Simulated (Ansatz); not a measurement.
We consider SrTiO3 (I4/mcm, No. 140, 10 atoms in the cell; start mp-4651), described by PBEsol in Ansatz (PAW).

Settings: plane-wave cutoff 520 eV, 10×10×10 k mesh, Fermi–Dirac smearing 0.01 eV, no spin polarisation, scalar-relativistic PAW data made under PBE.

Cell (relaxed at this level):

SrTiO₃ is modelled in the tetragonal space group I4/mcm (No. 140), Pearson symbol tI20. Cell: a = 5.488 Å, b = 5.488 Å, c = 7.809 Å, α = 90.00°, β = 90.00°, γ = 90.00°. Sr on 4b has 8 O at 2.621–2.744 Å and 4 O at 2.891 Å (cuboctahedral). Ti on 4c has 6 O at 1.950–1.952 Å (octahedral). O1 on 8h sees 2 Ti at 1.950 Å and 2 Sr at 2.621 Å and 2 Sr at 2.891 Å (octahedral). O2 on 4a sees 2 Ti at 1.952 Å and 4 Sr at 2.744 Å (octahedral). (Neighbours: up to the widest gap in distance over summed covalent radii, below 1.35, at either atom; cation-cation and far metal-metal contacts left out.)
(The calculation used a cell of 10 atoms; values per cell refer to that cell.)

Q: Predict the band gap and smallest direct gap on the k points sampled.

A: 
band gap: 1.97 eV
smallest direct gap on the k points sampled: 1.98 eV

Spin–orbit coupling is not included.

Static lattice: no zero-point or thermal effects.

A start named mp-… is a Materials Project structure, which need not be a measured phase.

Ansatz is a program for electronic structure.
